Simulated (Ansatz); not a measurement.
## Ru2Si (model structure, started from the Fe2P type, P-62m, No. 189, 9 atoms in the cell)

All values below come from PBEsol (plane waves, PAW; Ansatz, a program for electronic structure).

Settings: plane-wave cutoff 500 eV, 12×12×10 k mesh (along the axes of the cell as run), Fermi–Dirac smearing 0.05 eV, no spin polarisation, scalar-relativistic PAW data made under PBE.

Cell (relaxed at this level):

```cif
data_Ru6Si3
_chemical_formula_sum 'Ru6 Si3'
_space_group_name_H-M_alt 'P 1'
_space_group_IT_number 1
_cell_length_a 6.03309
_cell_length_b 6.03309
_cell_length_c 3.78047
_cell_angle_alpha 90.000
_cell_angle_beta 90.000
_cell_angle_gamma 120.000
loop_
_space_group_symop_operation_xyz
  'x, y, z'
loop_
_atom_site_label
_atom_site_type_symbol
_atom_site_fract_x
_atom_site_fract_y
_atom_site_fract_z
_atom_site_occupancy
Ru1 Ru 0.25601 0.00000 0.00000 1
Ru2 Ru 0.00000 0.25601 0.00000 1
Ru3 Ru 0.74399 0.74399 0.00000 1
Ru4 Ru 0.59413 0.00000 0.50000 1
Ru5 Ru 0.00000 0.59413 0.50000 1
Ru6 Ru 0.40587 0.40587 0.50000 1
Si1 Si 0.00000 0.00000 0.50000 1
Si2 Si 0.33333 0.66667 0.00000 1
Si3 Si 0.66667 0.33333 0.00000 1
```

| Property | Value |
|---|---|
| band gap | none |

Note: the relaxation could raise the start's symmetry but not lower it, so the cell can be a saddle point.

Spin–orbit coupling is not included.

A model structure was made by putting elements into a prototype or built by hand; it is no filed structure, need not be a known phase, and can be a saddle point held by its symmetry.
